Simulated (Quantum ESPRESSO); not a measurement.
Quantum ESPRESSO run on Ta2Co (I4/mcm, 6 atoms in the cell): self-consistent single point.

Level of theory: PBEsol, PSlibrary PAW (PBE) pseudopotentials (plane waves; Quantum ESPRESSO).

The change in words: lattice scaled by 0.98. Reference geometry:
```
Ta2Co
1.0
    3.04214    -3.04214     2.48276
    3.04214     3.04214     2.48276
   -3.04214    -3.04214     2.48276
Ta Co
4 2
Direct
  0.17730   0.66135   0.16135
  0.82270   0.33865   0.83865
  0.50000   0.83865   0.66135
  0.50000   0.16135   0.33865
  0.00000   0.75000   0.75000
  0.00000   0.25000   0.25000
```

Reference input (self-consistent single point, DFT, PBEsol, plane waves, PSlibrary PAW (PBE) pseudopotentials): ecutwfc = 50 Ry; ecutrho = 300 Ry; occupations = smearing; smearing = fd; degauss = 0.0073499 Ry; input_dft = pbesol; potentials = {Ta: Ta.pbe-spn-kjpaw_psl.1.0.0.UPF, Co: Co.pbe-n-kjpaw_psl.1.0.0.UPF}; K_POINTS = automatic 6 6 6 0 0 0; conv_thr = 1e-09 Ry. This run's input differs from it in these lines:

```diff
@@ -9,4 +9,4 @@
   ibrav = 7,
-  celldm(1) = 11.49762287,
-  celldm(3) = 0.8161228609,
+  celldm(1) = 11.26766965,
+  celldm(3) = 0.8161229827,
   nat = 6,
```

Log, with long lists cut:

```
     Self-consistent Calculation

     iteration #  1     ecut=    50.00 Ry     beta= 0.70

     total energy              =   -3190.03909720 Ry
     estimated scf accuracy    <       1.62335944 Ry

     iteration #  2     ecut=    50.00 Ry     beta= 0.70

     total energy              =   -3186.68899164 Ry
     estimated scf accuracy    <      78.93394304 Ry

     iteration #  3     ecut=    50.00 Ry     beta= 0.70

     total energy              =   -3191.22275670 Ry
     estimated scf accuracy    <       0.05325280 Ry

   [... 6 blocks of this kind left out ...]

     iteration # 10     ecut=    50.00 Ry     beta= 0.70

     total energy              =   -3191.23494973 Ry
     estimated scf accuracy    <          6.3E-09 Ry

     iteration # 11     ecut=    50.00 Ry     beta= 0.70
     End of self-consistent calculation

     the Fermi energy is    19.2385 ev

!    total energy              =   -3191.23494973 Ry
     estimated scf accuracy    <          6.3E-11 Ry
     smearing contrib. (-TS)   =      -0.01195181 Ry
     internal energy E=F+TS    =   -3191.22299792 Ry

     convergence has been achieved in  11 iterations

     Forces acting on atoms (cartesian axes, Ry/au):

     atom    1 type  1   force =     0.00441347   -0.00441347   -0.00000000
     atom    2 type  1   force =    -0.00441347    0.00441347   -0.00000000
     atom    3 type  1   force =     0.00441347    0.00441347    0.00000000
     atom    4 type  1   force =    -0.00441347   -0.00441347    0.00000000
     atom    5 type  2   force =     0.00000000    0.00000000    0.00000000
     atom    6 type  2   force =     0.00000000    0.00000000    0.00000000

     Total force =     0.012483     Total SCF correction =     0.000018

          total   stress  (Ry/bohr**3)                   (kbar)     P=      100.63
   0.00070529  -0.00000000   0.00000000          103.75       -0.00        0.00
  -0.00000000   0.00070529   0.00000000           -0.00      103.75        0.00
   0.00000000   0.00000000   0.00064157            0.00        0.00       94.38

   JOB DONE.
```

The run converged in 11 iterations. Against the reference run the free energy goes up by 15.3 meV/atom, the pressure goes from -5.17 to 10.06 GPa and the largest force goes from 0.004 to 0.160 eV/Å.

The starting cell comes from a database of computed structures (which also holds hypothetical and non-ambient phases and stackings), without a prior relaxation at this level. For this run, on top of that: lattice scaled by 0.98. Spin polarisation is off. With a pressure of about 10 GPa the cell is away from its equilibrium volume at this level.

Cost on one core of a shared machine: roughly 90 s.
